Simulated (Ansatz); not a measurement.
Rh: stress against strain

Rh (fcc, Fm-3m, 13.238 Å³/atom at rest, cube axes along x, y and z) under a strain ε along a cube axis (axis z), the other axes held. LDA in Ansatz, a plane-wave DFT program (PAW, default set), 420 eV, 30×30×30 Γ-centred mesh, Fermi-Dirac smearing 0.10 eV; ions are relaxed within the symmetry of each cell. Stress is positive for a compressed cell.

Here s stands for strain and y for stress zz.

```csv
strain (%),stress zz (GPa)
-1.50,7.83
-1.00,5.14
-0.50,2.53
0.00,0.00
0.50,-2.45
1.00,-4.81
1.50,-7.10
3.00,?
```

Q: Using a straight line, estimate the missing y at s = 3.00 from the other rows, showing the fit.

A: Means: s 0, y 0.163. About the means, the sum of products is -34.835 and the sum of squares of s is 7.0000; the slope is their ratio. Least squares gives y = 0.163 - 4.9764·s. Residuals (row less fit): 0.202, 0.001, -0.121, -0.163, -0.125, 0.003, 0.202; standard error 0.166 (degrees of freedom: 5). The slope gives the elastic constant C11 = 498 ± 6 GPa. At the withheld row, y = 0.163 - 4.9764 × 3.0 = -14.766 GPa. The calculation gives -13.52 GPa, 1.246 GPa above the prediction (5.8 % of the range of y in the table). The row lies outside the fitted rows, so this is an extrapolation. From the scatter of the fitted rows alone, a prediction at this place has a standard error of 0.259 GPa, so the miss is 4.8 times that.

One order more, fitted to all 13 runs of the series, follows each within 0.01, so the miss is the next term of a smooth law. In a metal these values are sensitive to mesh and smearing; energies are taken to zero smearing, stresses follow the free energy. Rows are the converged runs of the series near zero and its far end; series whose fitted rows scatter by over a few per cent of the range, as at a crossing or softening among them, aren't shown in this form. Most that stay on the fit to the last digits aren't either.
